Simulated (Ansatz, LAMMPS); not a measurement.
Random Si-Ge alloy, 4x4x4 cubic cells, lattice parameter by Vegard's rule. Cell 22.31 × 22.31 × 22.31 Å, Si324Ge188, 512 atoms. Prepared with Tersoff's 1989 multicomponent potential (SiCGe.tersoff) (LAMMPS): minimisation. 

Basis: localised support functions (accuracy medium) on a full density matrix. k-points: zone centre alone; occupations: Fermi-Dirac, 0.020 eV; spin polarisation not allowed. Scalar-relativistic, no spin-orbit coupling.

Problem. What energy, gap and bonding does PBE, support functions at accuracy medium on the grid of 370 eV in Ansatz (a quantum-chemistry and plane-wave program) give?

Solution. 
* **energy over the perfect crystal(s), per atom**: 18 meV/atom
* **Kohn-Sham gap of the cell on its k-mesh**: 0.55 eV
* **coordination (neighbours within 2.858 Å)**: 100.0 % 4-fold
* **Ge-Ge bonds, mean ± spread**: 2.473 ± 0.008 Å
* **Ge-Si bonds, mean ± spread**: 2.428 ± 0.009 Å
* **Si-Si bonds, mean ± spread**: 2.382 ± 0.008 Å
* **bond angles, mean ± spread**: 109.5° ± 1.2°
* **pressure**: -0.50 GPa
